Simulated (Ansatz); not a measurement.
CaSi2, pressure series

Take CaSi2 (space group R-3m, No. 166; a cell from a computed database, its experimental status unchecked) as the base.

```xyz
6
Lattice="1.9256 1.1118 9.9364 -1.9256 1.1118 9.9364 0.0000 -2.2235 9.9364" Properties=species:S:1:pos:R:3 pbc="T T T"
Ca     0.0000     0.0000    27.4371
Ca     0.0000     0.0000     2.3721
Si     0.0000     0.0000    19.4746
Si     0.0000     0.0000    10.3346
Si     0.0000     0.0000     5.4503
Si     0.0000     0.0000    24.3589
```

Cell and atoms are relaxed at each pressure.

Level of theory: Ansatz (a program for electronic structure), PBEsol, PAW, cutoff 420 eV, spin-orbit coupling left out.

Notes on the quantities. enthalpy: H = E + PV relative to the base's energy.

```json
[
 {"change": "base", "enthalpy": "–", "shortest interatomic distance": "2.362 Å", "c/a ratio": "7.740"},
 {"change": "pressure −2 GPa", "enthalpy": "-0.27 eV/atom", "shortest interatomic distance": "2.385 Å", "c/a ratio": "7.810"},
 {"change": "pressure −1 GPa", "enthalpy": "-0.13 eV/atom", "shortest interatomic distance": "2.373 Å", "c/a ratio": "7.775"},
 {"change": "pressure 0.3 GPa", "enthalpy": "+0.04 eV/atom", "shortest interatomic distance": "2.360 Å", "c/a ratio": "7.733"},
 {"change": "pressure 0.7 GPa", "enthalpy": "+0.09 eV/atom", "shortest interatomic distance": "2.354 Å", "c/a ratio": "7.718"},
 {"change": "pressure 1.5 GPa", "enthalpy": "+0.20 eV/atom", "shortest interatomic distance": "2.346 Å", "c/a ratio": "7.694"},
 {"change": "pressure 3 GPa", "enthalpy": "+0.39 eV/atom", "shortest interatomic distance": "2.332 Å", "c/a ratio": "7.651"},
 {"change": "pressure 5 GPa", "enthalpy": "+0.64 eV/atom", "shortest interatomic distance": "2.315 Å", "c/a ratio": "7.598"},
 {"change": "pressure 7.5 GPa", "enthalpy": "+0.95 eV/atom", "shortest interatomic distance": "2.296 Å", "c/a ratio": "7.539"},
 {"change": "pressure 10 GPa", "enthalpy": "+1.24 eV/atom", "shortest interatomic distance": "2.279 Å", "c/a ratio": "7.482"}
]
```

Load acts through the strain it causes; cell and atoms are relaxed under it. Whether these cells are dynamically stable was not tested. Competing high-pressure phases were not computed. All final runs are without spin polarisation.
